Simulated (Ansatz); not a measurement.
**Cost against accuracy: kpoints.mp_grid.grid for Na2W4O13 (P-1, 19 atoms in the cell)**

Cell: a = 3.8519 Å, b = 8.3307 Å, c = 8.4198 Å, α = 95.66°, β = 103.09°, γ = 90.41°.

Level of theory: PBEsol, default PAW files made with PBE (plane waves; Ansatz, a quantum-chemistry and plane-wave program).

Base settings: kpoints.mp_grid.grid = 4 2 2; kpoints.mp_grid.shift = 0.5 0.5 0.5; hamiltonian.xc = pbesol; hamiltonian.pseudopotentials = {kind: paw} (the program's default PAW files); scf.occupations.method = fixed.

Misses are taken against the tightest run, 12 6 6, which need not be fully converged itself. The energy is the free energy per atom.

The count of work is k-points × plane waves × bands × iterations; it is no time, and leaves out set-up, grids and terms that scale otherwise. Core times come from one kind of shared machine and are given to one figure; runs under 30 s give none.

The starting cell comes from a database of computed structures (which also holds hypothetical and non-ambient phases and stackings), without a prior relaxation at this level. Ansatz's pressure includes its estimate of the finite-basis (Pulay) stress.

```csv
kpoints.mp_grid.grid,energy less reference (meV/atom),pressure less reference (GPa),largest difference in the force on any atom (eV/Å),count of work / reference,core time / reference (rough)
1 1 1,-742.31,-7.43,4.576,0.0055,–
2 1 1,-30.82,0.03,0.816,0.0046,–
3 2 2,-5.10,-0.01,0.198,0.028,–
4 2 2,-0.88,0.00,0.055,0.037,–
5 3 3,-0.11,0.00,0.015,0.11,0.07
6 3 3,0.00,0.00,0.004,0.12,0.1
7 4 4,0.00,0.00,0.001,0.26,0.2
8 4 4,0.01,0.00,0.000,0.30,0.3
10 5 5,0.00,0.00,0.000,0.58,0.6
12 6 6,0.00,0.00,0.000,1.0,1
```

Coarsest setting among those run that, with all tighter ones, holds the energy within 2 meV/atom of the reference: 4 2 2, off by 0.88 meV/atom; it needs 0.037 of the reference's count of work.

Smallest miss in the energy for at most 0.05 times the reference's count of work: 4 2 2, with a miss of 0.88 meV/atom at a count of 0.037.

The step from 1 1 1 to 3 2 2: it takes the miss in the energy from 740 to 5.1 meV/atom, for 5.1 times the count of work.

Keys are those of Ansatz 0.2.
